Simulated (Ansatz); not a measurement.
Levels about the gap of amorphous hafnia (Hf18O35) (53 atoms in a cell of 643 Å³, 9.74 g/cm³; zone centre alone, so wide bands show as single levels with stretches between that a denser mesh fills), at the geometry that PBE relaxed, where it gives 0.0 GPa on a denser mesh. The participation number counts the atoms over which a state spreads; weights are charges in smoothed Voronoi cells. The levels come from a single point, so bond lengths are those of that geometry. Method of the levels: PBE, scalar-relativistic without spin-orbit coupling (Ansatz, a program for electronic structure). Sampling: the zone centre alone; Fermi-Dirac width 0.02 eV; no spin polarisation. The usual formal charges leave 2 electrons over, so the level spacing at the Fermi energy parts defect or band states and needn't be the band gap.

A CHGNet melt-quench gave the starting glass, which DFT then relaxed. O atoms were pushed apart under 1.9 Å during the dynamics, to hinder bonds among them. The hot cell started wider than the set density and was brought back towards it in steps. It is the lowest in DFT energy of 4 quenches. It is a model cell: composition and starting density were chosen by hand, and all elements were melted together. No dispersion term was used. A short ab initio anneal came between quench and relaxation. Its density started from a set value of 9.32 and ended at 9.74 g/cm³. The simulated quench (nominally 120 K/ps over its main leg) is rapid and tends to freeze in more defects than a deposited or slowly cooled glass has. Values belong to this one cell and scatter from quench to quench. Volume and shape were free in the relaxation.

```json
[
 {"E - E(highest filled), eV": "-2.96", "filling": "filled", "participation number": "19.2", "largest on": "O, 3 neighbours", "weight O": "0.94", "weight Hf": "0.06"},
 {"E - E(highest filled), eV": "-2.93", "filling": "filled", "participation number": "17.6", "largest on": "O, 3 neighbours", "weight O": "0.94", "weight Hf": "0.06"},
 {"E - E(highest filled), eV": "-2.89", "filling": "filled", "participation number": "14.2", "largest on": "O, 3 neighbours", "weight O": "0.94", "weight Hf": "0.06"},
 {"E - E(highest filled), eV": "-2.82", "filling": "filled", "participation number": "20.8", "largest on": "O, 3 neighbours", "weight O": "0.94", "weight Hf": "0.06"},
 {"E - E(highest filled), eV": "-2.71", "filling": "filled", "participation number": "16.0", "largest on": "O, 4 neighbours", "weight O": "0.96", "weight Hf": "0.04"},
 {"E - E(highest filled), eV": "-2.58", "filling": "filled", "participation number": "5.4", "largest on": "O, 3 neighbours", "weight O": "0.95", "weight Hf": "0.05"},
 {"E - E(highest filled), eV": "0.00", "filling": "filled", "participation number": "9.2", "largest on": "Hf, 6 neighbours", "weight O": "0.40", "weight Hf": "0.60"},
 {"E - E(highest filled), eV": "1.33", "filling": "empty", "participation number": "11.6", "largest on": "Hf, 5 neighbours", "weight O": "0.38", "weight Hf": "0.62"},
 {"E - E(highest filled), eV": "1.54", "filling": "empty", "participation number": "26.2", "largest on": "Hf, 7 neighbours", "weight O": "0.41", "weight Hf": "0.59"},
 {"E - E(highest filled), eV": "1.69", "filling": "empty", "participation number": "24.4", "largest on": "Hf, 7 neighbours", "weight O": "0.40", "weight Hf": "0.60"},
 {"E - E(highest filled), eV": "1.81", "filling": "empty", "participation number": "21.1", "largest on": "Hf, 7 neighbours", "weight O": "0.39", "weight Hf": "0.61"},
 {"E - E(highest filled), eV": "1.88", "filling": "empty", "participation number": "25.2", "largest on": "Hf, 7 neighbours", "weight O": "0.40", "weight Hf": "0.60"},
 {"E - E(highest filled), eV": "1.99", "filling": "empty", "participation number": "23.5", "largest on": "Hf, 6 neighbours", "weight O": "0.43", "weight Hf": "0.57"},
 {"E - E(highest filled), eV": "2.08", "filling": "empty", "participation number": "25.9", "largest on": "Hf, 6 neighbours", "weight O": "0.37", "weight Hf": "0.63"}
]
```

Most localised among these is the filled level at -2.58 eV, on a O atom, which has 3 neighbours (Hf 2.02 Å, Hf 2.12 Å, Hf 2.15 Å).
